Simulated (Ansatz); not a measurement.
Pressure series in hypothetical rock salt BN

Take BN in the rock salt structure (space group Fm-3m, No. 225; a hypothetical phase, not in the database extracts checked) as the base.

```xyz
2
Lattice="0.0000 1.7517 1.7517 1.7517 0.0000 1.7517 1.7517 1.7517 0.0000" Properties=species:S:1:pos:R:3 pbc="T T T"
N      0.0000     0.0000     0.0000
B      1.7517     1.7517     1.7517
```

Cell and atoms are relaxed at each pressure.

Level of theory: PBE in Ansatz (plane waves to 420 eV, PAW, scalar-relativistic without spin-orbit coupling).

| case | band gap | shortest interatomic distance |
|---|---|---|
| base | 1.13 eV | 1.752 Å |
| pressure −2 GPa | 1.09 eV | 1.755 Å |
| pressure −1 GPa | 1.11 eV | 1.753 Å |
| pressure 0.3 GPa | 1.14 eV | 1.751 Å |
| pressure 0.7 GPa | 1.14 eV | 1.751 Å |
| pressure 1.5 GPa | 1.16 eV | 1.749 Å |
| pressure 3 GPa | 1.19 eV | 1.747 Å |
| pressure 5 GPa | 1.23 eV | 1.744 Å |
| pressure 7.5 GPa | 1.27 eV | 1.741 Å |
| pressure 10 GPa | 1.32 eV | 1.737 Å |

Load acts through the strain it causes; cell and atoms are relaxed under it. Whether these cells are dynamically stable was not tested. Competing high-pressure phases were not computed.

Ansatz is a program for electronic structure.
